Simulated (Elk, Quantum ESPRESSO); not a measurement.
A Quantum ESPRESSO input for a self-consistent single point of CoSi₂ (Fm-3m, 3 atoms in the cell) (DFT, PBEsol, plane waves, PSlibrary ultrasoft (PBE) pseudopotentials):

```fortran
&CONTROL
 calculation = 'scf',
 outdir = './tmp',
 pseudo_dir = './',
 tprnfor = .true.,
 tstress = .true.,
/
&SYSTEM
 ibrav = 0,
 celldm(1) = 7.1622365232,
 nat = 3,
 ntyp = 2,
 ecutwfc = 50,
 ecutrho = 300,
 occupations = 'smearing',
 smearing = 'gauss',
 degauss = 0.019992,
 input_dft = 'pbesol',
/
&ELECTRONS
 conv_thr = 1.0e-11,
 mixing_beta = 0.5,
/
ATOMIC_SPECIES
Co    58.9332  Co.pbe-n-rrkjus_psl.1.0.0.UPF
Si    28.0850  Si.pbe-n-rrkjus_psl.1.0.0.UPF
CELL_PARAMETERS {alat}
   0.0000000000     0.7071067812     0.7071067812
   0.7071067812     0.0000000000     0.7071067812
   0.7071067812     0.7071067812     0.0000000000
ATOMIC_POSITIONS {crystal}
Co    0.0000000000    0.0000000000    0.0000000000
Si    0.2500000000    0.2500000000    0.2500000000
Si    0.7500000000    0.7500000000    0.7500000000
K_POINTS {automatic}
14 14 14  0 0 0
```

Problem. Write the same calculation as an input for Elk.

Solution. This is the input that was run; spellings and numerical settings could be chosen otherwise.

```
tasks
  0

xctype
  22

rgkmax
  7.5

gmaxvr
  16.0

nxlo
  2

lorbcnd
  .true.

lmaxi
  3

stype
  0

swidth
  0.00999582

maxscl
  100

scale
  1.889726125

avec
    0.0000000000    2.6800000000    2.6800000000
    2.6800000000    0.0000000000    2.6800000000
    2.6800000000    2.6800000000    0.0000000000

sppath
  'species/'

atoms
  2
  'Co.in'
  1
  0.0000000000  0.0000000000  0.0000000000    0.0 0.0 0.0
  'Si.in'
  2
  0.2500000000  0.2500000000  0.2500000000    0.0 0.0 0.0
  0.7500000000  0.7500000000  0.7500000000    0.0 0.0 0.0

ngridk
  14 14 14
```

Basis, cutoffs, solver keys and any potentials are the target program's own. This input uses DFT, PBEsol, all-electron FP-LAPW, Elk's shipped species files, APW+lo basis with extra local orbitals.

The starting cell has typed, rounded lattice constants, without a prior relaxation at this level.
